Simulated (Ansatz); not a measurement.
# RbInCl3: pressure series

Consider RbInCl3 (space group Fm-3m, No. 225; a cell from a computed database, its experimental status unchecked).

```xyz
10
Lattice="0.0000 5.4149 5.4149 5.4149 0.0000 5.4149 5.4149 5.4149 0.0000" Properties=species:S:1:pos:R:3 pbc="T T T"
Rb     8.1223     8.1223     8.1223
Rb     2.7074     2.7074     2.7074
In     5.4149     5.4149     5.4149
In     0.0000     0.0000     0.0000
Cl     2.5281     5.4149     5.4149
Cl     8.3017     5.4149     5.4149
Cl     5.4149     2.5281     5.4149
Cl     5.4149     8.3017     5.4149
Cl     5.4149     5.4149     2.5281
Cl     5.4149     5.4149     8.3017
```

Cell and atoms are relaxed at each pressure.

The values are results of plane-wave PAW DFT at the PBEsol level (Ansatz, an electronic-structure program, 420 eV), spin-orbit coupling left out, not measurements.

Before the change:

| Property | Value |
|---|---|
| Band gap | 1.11 eV |

Q: The aim is a band gap between 0.70 eV and 0.77 eV. Which of these changes reaches it?
A) pressure 0.7 GPa
B) pressure 1.5 GPa
C) pressure 5 GPa

A: B, pressure 1.5 GPa. It gives 0.72 eV; pressure 5 GPa gives 0.13 eV; pressure 0.7 GPa gives 0.91 eV. Changes not listed may reach it too

Load acts through the strain it causes; cell and atoms are relaxed under it. Stability against distortions was not tested. Competing high-pressure phases were not computed. A zero or small gap of RbInCl3 under pressure 5 GPa can be the functional's error rather than a property of the material.
